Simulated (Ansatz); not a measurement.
How far to go with the k-point mesh: SbPb (Fm-3m, 2 atoms in the cell)

```
CELL_PARAMETERS angstrom
      0.00000     3.15176     3.15176
      3.15176     0.00000     3.15176
      3.15176     3.15176     0.00000
ATOMIC_POSITIONS crystal
  Sb 0.50000 0.50000 0.50000
  Pb 0.00000 0.00000 0.00000
```

Method of the run: LDA (PW92), default PAW files made with PBE (plane waves; Ansatz, a first-principles code).

Base settings: basis.ecutwfc = 420 eV; kpoints.mp_grid.grid = 9 9 9; hamiltonian.xc = lda; hamiltonian.pseudopotentials = {kind: paw} (the program's default PAW files); scf.occupations.method = gaussian; scf.occupations.width = 0.1 eV.

The second cell is the first with its lattice scaled by 0.98.

Only quantities that move along the ladder and can be compared are tabulated.

The count of work is k-points × plane waves × bands × iterations; it is no time. 

The starting cell comes from a database of computed structures (which also holds hypothetical and non-ambient phases and stackings), without a prior relaxation at this level. Its lattice was rescaled by up to half a per cent. Ansatz's pressure includes its estimate of the finite-basis (Pulay) stress.

| kpoints.mp_grid.grid | free energy less the last step's (meV/atom) | energy of the compressed cell less the first (meV/atom) | pressure (GPa) | count of work / last |
|---|---|---|---|---|
| 2 2 2 | 1175.26 | 69.57 | 4.03 | 0.0040 |
| 3 3 3 | 65.55 | -8.14 | -2.20 | 0.0046 |
| 4 4 4 | 31.50 | -15.88 | -2.77 | 0.0091 |
| 5 5 5 | 12.24 | -10.30 | -2.25 | 0.011 |
| 6 6 6 | 3.26 | -13.20 | -2.52 | 0.018 |
| 7 7 7 | 4.49 | -9.58 | -2.28 | 0.023 |
| 8 8 8 | 0.68 | -11.64 | -2.44 | 0.033 |
| 9 9 9 | 5.04 | -9.98 | -2.29 | 0.040 |
| 10 10 10 | 2.60 | -10.71 | -2.35 | 0.054 |
| 11 11 11 | 2.53 | -10.66 | -2.33 | 0.064 |
| 12 12 12 | 1.73 | -10.55 | -2.34 | 0.082 |
| 13 13 13 | 0.32 | -10.74 | -2.36 | 0.11 |
| 14 14 14 | -0.69 | -11.22 | -2.40 | 0.12 |
| 16 16 16 | -1.38 | -11.34 | -2.41 | 0.19 |
| 18 18 18 | -0.58 | -11.08 | -2.38 | 0.22 |
| 20 20 20 | -0.18 | -11.07 | -2.38 | 0.29 |
| 22 22 22 | 0.21 | -11.02 | -2.38 | 0.37 |
| 24 24 24 | 0.34 | -10.94 | -2.37 | 0.47 |
| 27 27 27 | 0.08 | -11.03 | -2.38 | 0.64 |
| 30 30 30 | 0.00 | -11.04 | -2.38 | 1.0 |

Coarsest kpoints.mp_grid.grid that holds the pressure within 1 GPa of the last step, with all finer ones: 3 3 3, at 0.0046 of the last step's count of work; the step before is off by 6.4 GPa.

Coarsest kpoints.mp_grid.grid that holds the energy of the compressed cell less the first within 2 meV/atom of the last step, with all finer ones: 7 7 7, at 0.023 of the last step's count of work; the step before is off by 2.2 meV/atom.

Coarsest kpoints.mp_grid.grid that holds the free energy within 0.5 meV/atom of the last step, with all finer ones: 20 20 20, at 0.29 of the last step's count of work; the step before is off by 0.58 meV/atom.

The energy difference between the two cells stays within 1 meV/atom of the last step's from 10 10 10 on, the total only from 18 18 18 on: much of the error is common to both cells and cancels.

Two neighbours can agree and both be off: 10 10 10 and 11 11 11 differ by 0.07 meV/atom in the free energy, yet lie about 2.5 meV/atom from the last step.

Keys are those of Ansatz 0.2.
